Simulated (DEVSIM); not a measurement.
Structure: CdTe p-n junction from an implanted or diffused profile, at 300 K.

| layer (left to right) | material | thickness (μm) | Nd (cm⁻³) | τn (s) | τp (s) |
|---|---|---|---|---|---|
| 1 | CdTe | 14.0 | 1.5e14 | 2.3e-9 | 2.3e-9 |

Added acceptor profile: 4.3e17 cm⁻³ × exp(−(x − 0 μm)²/(2·(0.067 μm)²)). Left contact: ohmic. Right contact: ohmic. Voltage is applied to the left contact. Recombination: SRH at mid-gap, Auger. Mobility is μmin + (μ − μmin)/(1 + (N/Nref)^α).

The device is made up for the run: typed textbook-type constants, with dimensions and the other settings drawn at random. Values at 300 K.

```csv
parameter,CdTe
gap (eV),1.5
affinity (eV),4.28
permittivity,10.2
Nc (cm⁻³),8e17
Nv (cm⁻³),1.8e19
μn (cm²/Vs),1000
μp (cm²/Vs),80
"μn,min",100
"μp,min",10
"Nref,n",1e17
"Nref,p",1e17
αn,0.6
αp,0.6
Cn (cm⁶/s),1e-30
Cp (cm⁶/s),1e-30
```

Simulated with DEVSIM: 1D drift-diffusion, Boltzmann statistics, complete ionisation; no tunnelling, impact ionisation, image-force lowering or self-heating.

Base results: potential step across the device at zero bias (V) 1.182; dark forward voltage at 1 A/cm² (V) 1.051.

Question: What follows from this one change: doping Nd of layer 1 1.5e+14 → 4.5e+13 cm^-3?

Answer: potential step across the device at zero bias 1.182 → 1.150 V; dark forward voltage at 1 A/cm² 1.051 → 1.149 V.

Question: What follows from this one change: peak of the profile 4.3e+17 → 4.3e+16 cm^-3?

Answer: potential step across the device at zero bias 1.182 → 1.122 V; dark forward voltage at 1 A/cm² 1.051 → 1.041 V.

Question: What follows from this one change: thickness of layer 1 14 → 70 μm?

Answer: potential step across the device at zero bias little changed (1.182 V); dark forward voltage at 1 A/cm² 1.051 → 1.289 V.
